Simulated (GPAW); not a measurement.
Band structure of As (R-3m, 2 atoms in the cell).

```xyz
2
Lattice="3.6804 -1.8800 0.0000 3.6804 1.8800 0.0000 2.7200 0.0000 3.1114" Properties=species:S:1:pos:R:3 pbc="T T T"
As     2.2883     0.0000     0.7063
As     7.7924     0.0000     2.4051
```

Level of theory: PBE, GPAW PAW datasets PBE (gpaw-data 1.0.1) (plane waves; GPAW 25.7.0).

Settings: mode = pw; ecut = 550 eV; xc = PBE; kpts = 7 7 7; mesh shift (steps) = 0 0 0; occupations.name = fermi-dirac; occupations.width = 0.05 eV; nbands = -8; convergence.forces = 0.001 eV/Å; symmetry.symmorphic = false; symmetry.tolerance = 0.0005; maxiter = 120; bandpath_npoints = 40.

The starting cell has typed, rounded lattice constants, without a prior relaxation at this level.

Levels in eV from the Fermi level, bands 2 to 9:
```
point       2      3      4      5      6     7     8     9
-----  ------  -----  -----  -----  -----  ----  ----  ----
Γ       -5.85  -2.58  -2.02  -2.02   1.68  2.90  2.90  6.85
L      -11.13  -2.83  -2.83  -0.41  -0.34  0.25  1.30  8.99
Z      -10.07  -1.76  -1.76  -0.58   0.73  0.73  1.79  8.07
F       -9.73  -6.04  -4.28  -4.14   1.47  5.41  6.81  7.22
P1     -10.17  -6.17  -3.76  -3.08   2.19  3.80  5.99  6.32
P      -10.17  -6.17  -3.76  -3.08   2.19  3.80  5.99  6.32
```

Bands cross the Fermi level along this path, so the cell is metallic at this level.
